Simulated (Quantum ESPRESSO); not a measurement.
A self-consistent single point of NbN (Fm-3m, 2 atoms in the cell) with Quantum ESPRESSO.

Computed with PBE, spin-orbit coupling, PseudoDojo fully relativistic norm-conserving (PBE) pseudopotentials (plane waves; Quantum ESPRESSO).

```yaml
crystal:
  lattice:
    - [-2.21132, 0.00000, 2.21132]
    - [0.00000, 2.21132, 2.21132]
    - [-2.21132, 2.21132, 0.00000]
  atoms:
    - { symbol: Nb, position: [0.50000, 0.50000, 0.50000] }
    - { symbol: N, position: [0.00000, 0.00000, 0.00000] }
```

Reference input (self-consistent single point, DFT, PBE, plane waves, SSSP 1.1.2 efficiency (PBE) pseudopotentials): ecutwfc = 50 Ry; ecutrho = 400 Ry; occupations = smearing; smearing = fd; degauss = 0.0073499 Ry; potentials = {Nb: Nb.pbe-spn-kjpaw_psl.0.3.0.UPF, N: N.pbe-n-radius_5.UPF}; K_POINTS = automatic 17 17 17 0 0 0; conv_thr = 1e-10 Ry. This run's input differs from it in these lines:

```diff
@@ -13,4 +13,3 @@
  ntyp = 2
- ecutwfc = 50
- ecutrho = 400
+ ecutwfc = 85
  occupations = 'smearing'
@@ -18,2 +17,4 @@
  degauss = 0.0073499
+ noncolin = .true.
+ lspinorb = .true.
 /
@@ -23,4 +24,4 @@
 ATOMIC_SPECIES
-Nb    92.9064  Nb.pbe-spn-kjpaw_psl.0.3.0.UPF
-N     14.0070  N.pbe-n-radius_5.UPF
+Nb    92.9064  Nb.upf
+N     14.0070  N.upf
 ATOMIC_POSITIONS {crystal}
```

Output, abridged:

```
     Self-consistent Calculation

     iteration #  1     ecut=    85.00 Ry     beta= 0.70

     total energy              =    -144.96902185 Ry
     estimated scf accuracy    <       0.93203721 Ry

     iteration #  2     ecut=    85.00 Ry     beta= 0.70

     total energy              =    -144.92843128 Ry
     estimated scf accuracy    <       2.81285550 Ry

     iteration #  3     ecut=    85.00 Ry     beta= 0.70

     total energy              =    -145.46938385 Ry
     estimated scf accuracy    <       0.01796676 Ry

   [... 16 blocks of this kind left out ...]

     iteration # 20     ecut=    85.00 Ry     beta= 0.70

     total energy              =    -145.46425223 Ry
     estimated scf accuracy    <          5.4E-10 Ry

     iteration # 21     ecut=    85.00 Ry     beta= 0.70
     End of self-consistent calculation

     Number of k-points >= 100: set verbosity='high' to print the bands.

     the Fermi energy is    20.3218 ev

!    total energy              =    -145.46425223 Ry
     estimated scf accuracy    <          1.2E-11 Ry
     smearing contrib. (-TS)   =      -0.00229699 Ry
     internal energy E=F+TS    =    -145.46195523 Ry

     convergence has been achieved in  21 iterations

     Forces acting on atoms (cartesian axes, Ry/au):

     atom    1 type  1   force =    -0.00000000   -0.00000000    0.00000000
     atom    2 type  2   force =     0.00000000    0.00000000    0.00000000

     Total force =     0.000000     Total SCF correction =     0.000000

          total   stress  (Ry/bohr**3)                   (kbar)     P=        3.93
   0.00002669  -0.00000000  -0.00000000            3.93       -0.00       -0.00
  -0.00000000   0.00002669   0.00000000           -0.00        3.93        0.00
  -0.00000000   0.00000000   0.00002669           -0.00        0.00        3.93

   JOB DONE.
```

The run converged in 21 iterations. Against the reference run the pressure goes from -0.24 to 0.39 GPa.

The starting cell comes from a database of computed structures (which also holds hypothetical and non-ambient phases and stackings), without a prior relaxation at this level. Its lattice was rescaled by a random factor within 2.5 % of one.

Cost on one core of a shared machine: roughly 4 min.
